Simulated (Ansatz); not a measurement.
**Migration barriers: interstitial H in zinc-blende BN, charge state +1**

Consider interstitial H in zinc-blende BN, charge state +1. These are PBE, PAW (plane waves to 420 eV; Ansatz, an electronic-structure program) values and carry that method's errors.

Cell of 64 host sites held at the relaxed PBE lattice; a 2×2×2 k-point mesh shifted by half a step; Fermi-Dirac width 0.01 eV, spin-restricted; finite-size errors left in. No zero-point or tunnelling terms. The charge state is imposed; whether it is stable for some Fermi level was not computed. Sites that were not tried may lie lower.

Barriers: single points on a 3×3×3 k-point mesh shifted by half a step at the bands' geometries.

| Route | Start site over the lowest site run (eV) | Hop (Å) | Forward barrier (eV) | Backward barrier (eV) | Neighbours at the start | Neighbours at the saddle | Saddle order | Forward, on the band's own sampling (eV) |
|---|---|---|---|---|---|---|---|---|
| several atoms move together, H the farthest (a rearrangement that moves the defect's centre by under 1 Å) | 0.00 | 0.87 | 0.31 | 0.31 | B at 1.40, 2 B at 1.87; N at 1.01, N at 1.74 Å | B at 1.36, 4 B at 1.96; 2 N at 1.29, 2 N at 2.00 Å | first order | 0.31 |

Paths come from CI-NEB runs.   A further band (several atoms move together, H the farthest, 1.49 Å) gave 0.31 eV forward on its own sampling, 0.31 eV above the lowest site run, but a shoulder points to a second hump between its images, so it is not taken as a result.

The whole set of runs took roughly 5 core-hours.
